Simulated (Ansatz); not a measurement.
The reference is InSb (space group P3_121, No. 152; a = 4.587 Å, c = 10.023 Å; a hypothetical phase, not in the database extracts checked). Axes: x lies along a and z along c of the hexagonal cell.

Modification: strain tensor (xx, yy, zz, yz, xz, xy) = (+0.43, +2.13, −1.09, −0.43, −0.87, +0.23) %, atoms relaxed at fixed cell.

Levels (all Ansatz, a program for electronic structure, PAW): PBEsol (420 eV, scalar-relativistic without spin-orbit coupling); r2SCAN (500 eV, no spin-orbit coupling).

The geometry is relaxed with PBEsol.

PBEsol pressure: -0.2 GPa

Task: How does going to r2SCAN change the pressure?

Result: The pressure grows by 1.2 GPa to 1.0 GPa.

Single points use the geometry relaxed with PBEsol. Their cutoffs differ, which shifts pressures a little. Stability against distortions was not tested. All final runs are without spin polarisation.
